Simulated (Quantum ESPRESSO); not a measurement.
Worked example: self-consistent single point of SiBi3O7 (P6_3, 22 atoms in the cell) in Quantum ESPRESSO.

Level of theory: LDA (PW92), PseudoDojo standard norm-conserving (LDA) pseudopotentials (plane waves; Quantum ESPRESSO).

```
SiBi3O7
1.0
    8.33883     0.00000     0.00000
   -4.16942     7.22164     0.00000
    0.00000     0.00000     5.41386
Si Bi O
2 6 14
Direct
  0.33333   0.66667   0.82422
  0.66667   0.33333   0.32422
  0.24647   0.90363   0.29398
  0.34284   0.24647   0.79398
  0.09637   0.34284   0.29398
  0.75353   0.09637   0.79398
  0.65716   0.75353   0.29398
  0.90363   0.65716   0.79398
  0.16193   0.91762   0.67612
  0.24431   0.16193   0.17612
  0.08238   0.24431   0.67612
  0.83807   0.08238   0.17612
  0.75569   0.83807   0.67612
  0.91762   0.75569   0.17612
  0.12239   0.59094   0.94988
  0.53145   0.12239   0.44988
  0.40906   0.53145   0.94988
  0.87761   0.40906   0.44988
  0.46855   0.87761   0.94988
  0.59094   0.46855   0.44988
  0.33333   0.66667   0.51539
  0.66667   0.33333   0.01539
```

Reference input (self-consistent single point, DFT, LDA (PW92), plane waves, PseudoDojo standard norm-conserving (LDA) pseudopotentials): ecutwfc = 85 Ry; occupations = smearing; smearing = methfessel-paxton; degauss = 0.0147 Ry; potentials = {Si: Si.upf, Bi: Bi.upf, O: O.upf}; K_POINTS = automatic 3 3 4 0 0 0; conv_thr = 1e-10 Ry; mixing_beta = 0.7. This run's input differs from it in these lines:

```diff
@@ -12,3 +12,3 @@
     ntyp = 3
-    ecutwfc = 85
+    ecutwfc = 51
     occupations = 'smearing'
```

The program printed (abridged):

```
     Self-consistent Calculation

     iteration #  1     ecut=    51.00 Ry     beta= 0.70

     total energy              =   -1456.01888522 Ry
     estimated scf accuracy    <       5.91239788 Ry

     iteration #  2     ecut=    51.00 Ry     beta= 0.70

     total energy              =   -1456.89591545 Ry
     estimated scf accuracy    <      10.55634165 Ry

     iteration #  3     ecut=    51.00 Ry     beta= 0.70

     total energy              =   -1458.82530453 Ry
     estimated scf accuracy    <       0.77292090 Ry

   [... 9 blocks of this kind left out ...]

     iteration # 13     ecut=    51.00 Ry     beta= 0.70

     total energy              =   -1458.95465421 Ry
     estimated scf accuracy    <          7.4E-10 Ry

     iteration # 14     ecut=    51.00 Ry     beta= 0.70
     End of self-consistent calculation

     the Fermi energy is     7.5515 ev

!    total energy              =   -1458.95465421 Ry
     estimated scf accuracy    <          3.1E-11 Ry
     smearing contrib. (-TS)   =      -0.00394057 Ry
     internal energy E=F+TS    =   -1458.95071364 Ry

     convergence has been achieved in  14 iterations

     Forces acting on atoms (cartesian axes, Ry/au):

     atom    1 type  1   force =     0.00000000    0.00000000    0.00360405
     atom    2 type  1   force =     0.00000000    0.00000000    0.00360405
     atom    3 type  2   force =    -0.01134803    0.01908426    0.01790146
     atom    4 type  2   force =    -0.02220147   -0.00028556    0.01790146
     atom    5 type  2   force =    -0.01085343   -0.01936981    0.01790146
   [... lines left out ...]

     Total force =     0.124738     Total SCF correction =     0.000024

          total   stress  (Ry/bohr**3)                   (kbar)     P=     -365.21
  -0.00246842   0.00000000  -0.00000000         -363.12        0.00       -0.00
   0.00000000  -0.00246842   0.00000000            0.00     -363.12        0.00
   0.00000000   0.00000000  -0.00251100            0.00        0.00     -369.38

   JOB DONE.
```

The run converged in 14 iterations. Against the reference run the free energy goes up by 392 meV/atom, the pressure goes from -13.12 to -36.52 GPa and the largest force moves little (0.900 to 0.906 eV/Å).

The starting cell comes from a database of computed structures (which also holds hypothetical and non-ambient phases and stackings), without a prior relaxation at this level. Its lattice was rescaled by a random factor within 2.5 % of one. At the lowered cutoff the pressure carries the error of an incomplete plane-wave basis. The run gives no clean gap (levels at the Fermi energy touch, overlap or are partly filled at this smearing), which alone does not show that the compound is a metal.

Cost on one core of a shared machine: roughly 5 min.
